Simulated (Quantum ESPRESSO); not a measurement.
A self-consistent single point of NiSi₂ (Fm-3m, 3 atoms in the cell) with Quantum ESPRESSO.

Method: PBE, SSSP 1.1.2 precision (PBE) pseudopotentials (plane waves; Quantum ESPRESSO).

```
CELL_PARAMETERS angstrom
     -2.66902     0.00000     2.66902
      0.00000     2.66902     2.66902
     -2.66902     2.66902     0.00000
ATOMIC_POSITIONS crystal
  Si 0.25000 0.25000 0.25000
  Si 0.75000 0.75000 0.75000
  Ni 0.00000 0.00000 0.00000
```

Reference input (self-consistent single point, DFT, PBE, plane waves, SSSP 1.1.2 precision (PBE) pseudopotentials): ecutwfc = 65 Ry; ecutrho = 520 Ry; occupations = smearing; smearing = gaussian; degauss = 0.0099958 Ry; potentials = {Si: Si.pbe-n-rrkjus_psl.1.0.0.UPF, Ni: ni_pbe_v1.4.uspp.F.UPF}; K_POINTS = automatic 9 9 9 0 0 0; conv_thr = 1e-10 Ry; mixing_beta = 0.7. This run's input differs from it in these lines:

```diff
@@ -31,3 +31,3 @@
 K_POINTS {automatic}
-9 9 9  0 0 0
+6 6 6  0 0 0
```

Log, with long lists cut:

```
     Self-consistent Calculation

     iteration #  1     ecut=    65.00 Ry     beta= 0.70

     total energy              =    -330.59494210 Ry
     estimated scf accuracy    <      50.63080779 Ry

     iteration #  2     ecut=    65.00 Ry     beta= 0.70

     total energy              =    -363.10210478 Ry
     estimated scf accuracy    <     102.08503222 Ry

     iteration #  3     ecut=    65.00 Ry     beta= 0.70

     total energy              =    -365.81246472 Ry
     estimated scf accuracy    <      15.91615169 Ry

   [... 23 blocks of this kind left out ...]

     iteration # 27     ecut=    65.00 Ry     beta= 0.70

     total energy              =    -366.18901574 Ry
     estimated scf accuracy    <          7.1E-09 Ry

     iteration # 28     ecut=    65.00 Ry     beta= 0.70
     End of self-consistent calculation

     the Fermi energy is    13.9639 ev

!    total energy              =    -366.18901574 Ry
     estimated scf accuracy    <          6.7E-11 Ry
     smearing contrib. (-TS)   =      -0.00071033 Ry
     internal energy E=F+TS    =    -366.18830542 Ry

     convergence has been achieved in  28 iterations

     Forces acting on atoms (cartesian axes, Ry/au):

     atom    1 type  1   force =     0.00000000    0.00000000    0.00000000
   [... zero for the other atoms too ...]

     Total force =     0.000000     Total SCF correction =     0.000000

          total   stress  (Ry/bohr**3)                   (kbar)     P=      110.74
   0.00075277   0.00000000   0.00000000          110.74        0.00        0.00
   0.00000000   0.00075277  -0.00000000            0.00      110.74       -0.00
   0.00000000   0.00000000   0.00075277            0.00        0.00      110.74

   JOB DONE.
```

The run converged in 28 iterations. Against the reference run the free energy rises by 1.7 meV/atom and the pressure goes from 10.63 to 11.07 GPa.

The starting cell has typed, rounded lattice constants, without a prior relaxation at this level. Its lattice was rescaled by a random factor within 2.5 % of one. Spin polarisation is off. With a pressure of about 11 GPa the cell is away from its equilibrium volume at this level.

Cost on one core of a shared machine: roughly 60 s.
